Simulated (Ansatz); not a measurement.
The parent structure is Bi2Se3 in the Bi2Te3 type structure (space group R-3m, No. 166).

```xyz
5
Lattice="2.0722 1.1964 9.4818 -2.0722 1.1964 9.4818 0.0000 -2.3928 9.4818" Properties=species:S:1:pos:R:3 pbc="T T T"
Bi     0.0000     0.0000    11.4032
Bi     0.0000     0.0000    17.0423
Se     0.0000     0.0000     0.0000
Se     0.0000     0.0000     5.9884
Se     0.0000     0.0000    22.4571
```

Cartesian axes are those of the cell as printed.

Method: DFT with PBE-D3(BJ), PAW potentials and a 420 eV plane-wave cutoff in Ansatz (a program for electronic structure), scalar-relativistic without spin-orbit coupling, earlier PAW set.

Before the change:

| Quantity | Value |
|---|---|
| Valence-band top at Γ | 0.00, -1.25, -1.25 eV |
| Pressure | 0.00 GPa |

Now apply this change: uniaxial strain ε_zz = −1.00 %, all other strain components held at zero; the atoms relax in the strained cell.

How does this affect the valence-band top at Γ and pressure?

The valence-band top at Γ (three highest levels, from the VBM) becomes 0.00, -1.29, -1.29 eV (base: 0.00, -1.25, -1.25 eV); the pressure (mean of the normal stresses, compression positive) goes from zero to 0.34 GPa.

Spin-orbit coupling, missing from the scalar runs, can matter with Bi. The levels and masses belong to the bands next to the band gap. Stability against distortions was not tested.
